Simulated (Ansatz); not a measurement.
# Effective masses and thermopower of CdSe (F-43m)

Input:

```xyz
2
Lattice="0.0000 3.0407 3.0407 3.0407 0.0000 3.0407 3.0407 3.0407 0.0000" Properties=species:S:1:pos:R:3 pbc="T T T"
Cd     0.0000     0.0000     0.0000
Se     4.5611     4.5611     4.5611
```

Method: r2SCAN, rigid bands (plane waves, PAW, scalar-relativistic; Ansatz, a program for electronic structure). Condition of this run: functional r2SCAN on the same cell. Geometry: cell and atoms relaxed with PBEsol.

band gap: 1.10 eV
electron conductivity mass (300 K, dilute): 0.107 mₑ
effective density of states N_c (300 K): 8.1e17 cm⁻³
density-of-states mass, electrons: 0.101 mₑ
Seebeck coefficient, n-type 1e19 cm⁻³, 300 K: -68 μV/K
best n-type power factor at 300 K for τ = 10 fs (best axis; densities from 1e16 to 1e21 cm⁻³ tried, whether or not they can be reached): 1.23 μW/(cm·K²) at 3e18 cm⁻³

Rigid bands; masses and Seebeck coefficients take one relaxation time τ for all states and one kind of carrier; polarons and phonon drag are left out. Spin-orbit coupling is left out. Geometry: cell and atoms relaxed with PBEsol.
